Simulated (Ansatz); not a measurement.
Cost and result by functional for the adsorption energy of NH3 on the 1x1 (110) surface of 3C silicon carbide (cut with top plane C + Si), one in a 2x2 cell, started at the site 'top Si', in Ansatz (plane waves, PAW). Single points on the PBE structure, on one kind of machine; costs are rough ratios of the slab run's core time (references not counted) to the cheapest single point. r2SCAN's cost holds its higher cutoff (500 against 420 eV). Differences are taken against HSE06 for comparison alone: no measured value is at hand, so the table doesn't rank accuracy. HSE06 ran on a coarser k-mesh, which lowers its cost and may carry part of its shift.

Host crystal: 3C silicon carbide, with a band gap (PBE, scalar-relativistic without spin-orbit coupling).

Slab: 52 atoms, 7.7 Å thick at the start under the adsorbate (thin: gaps and levels are the slab's own); k 3x3x1, smearing 0.01 eV, dipole-corrected; 24 atoms held, the rest relaxed; no symmetry held; no spin, no spin-orbit, no U, no dispersion correction. At the end it is bonded to Si. In PBE it is, or lies within 0.03 eV of, the lowest of the starts that converged. These notes are the PBE run's. Adsorption energies are against NH3(g). A negative adsorption energy means that the adsorbate is more stable on the surface than in its reference.

```
functional                     relative cost  adsorption energy (eV)  less HSE06 (eV)
-----------------------------  -------------  ----------------------  ---------------
RPBE                                       1                   -1.57             0.46
r2SCAN                                     2                   -2.11            -0.08
HSE06                                     20                   -2.03             0.00
PBE (the relaxed run's value)              –                   -1.90             0.13
```

The values span 0.54 eV, while the single points' costs differ by a factor of roughly 20. Differences are of unrounded values.

Ansatz is a first-principles code.
